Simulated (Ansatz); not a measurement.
The parent structure is BN in the zinc blende structure (space group F-43m, No. 216).

```yaml
crystal:
  lattice:
    - [0.00000, 1.80256, 1.80256]
    - [1.80256, 0.00000, 1.80256]
    - [1.80256, 1.80256, 0.00000]
  atoms:
    - { symbol: N, position: [0.75000, 0.75000, 0.75000] }
    - { symbol: B, position: [0.00000, 0.00000, 0.00000] }
```

Cartesian axes are those of the cell as printed.

The values are results of plane-wave PAW DFT at the PBEsol level (Ansatz, a first-principles code, 420 eV), spin-orbit coupling left out, earlier PAW set, not measurements.

Free-standing slabs (2 atom(s) a layer) normal to [110] with 15 Å of vacuum; in-plane cell held at bulk.

One change was made to it. Results:

The band gap grows by 0.05 eV to 4.34 eV; the gap character is indirect, k = (0.077, 0.222, 0) in the run's primitive reciprocal basis → Γ–X (88 % along); the shortest interatomic distance shrinks by 0.154 Å (1.561 Å → 1.407 Å); the smallest direct gap shrinks by 3.706 eV to 5.10 eV.

Question: Which of these changes matches the shifts?
A) 4 layers
B) 1 layer
C) 6 layers
D) 2 layers
E) 3 layers

Answer: D, 2 layers. For comparison, the band gap in the other runs: 4 layers gives 2.45 eV; 6 layers gives 2.36 eV; 3 layers gives 0.39 eV; 1 layer gives 2.96 eV.

Stability against distortions was not tested. Labels are those of the standard path for the cell's own space group.
